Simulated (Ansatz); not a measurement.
Seebeck coefficient (μV/K, mean over directions) of p-type MgS (Fm-3m) against carrier density, Ansatz (a quantum-chemistry and plane-wave program) with HSE06 with spin-orbit coupling, rigid bands. Computed gap 3.80 eV; densities at which minority carriers matter at this gap, or further valleys turn the trend, are left out. Conductivity mass 1.13 mₑ (harmonic mean over directions), N_v = 8.3e19 cm⁻³ at 300 K.

```json
[
 {"hole density": "1e16 cm⁻³", "300 K": "1016", "500 K": "1099"},
 {"hole density": "1e17 cm⁻³", "300 K": "818", "500 K": "901"},
 {"hole density": "1e18 cm⁻³", "300 K": "620", "500 K": "702"},
 {"hole density": "3e18 cm⁻³", "300 K": "525", "500 K": "…"},
 {"hole density": "1e19 cm⁻³", "300 K": "423", "500 K": "…"},
 {"hole density": "3e19 cm⁻³", "300 K": "331", "500 K": "…"},
 {"hole density": "1e20 cm⁻³", "300 K": "237", "500 K": "311"},
 {"hole density": "3e20 cm⁻³", "300 K": "161", "500 K": "224"},
 {"hole density": "1e21 cm⁻³", "300 K": "93", "500 K": "139"}
]
```

Problem. What belongs in the gaps?

Solution. 
- 3e18 cm⁻³, 500 K: 608
- 1e19 cm⁻³, 500 K: 504
- 3e19 cm⁻³, 500 K: 411

Rigid bands with a gap fixed in temperature, one relaxation time for all states, no polarons or phonon drag, and whether or not such doping can be reached. Geometry: cell and atoms relaxed with PBEsol.
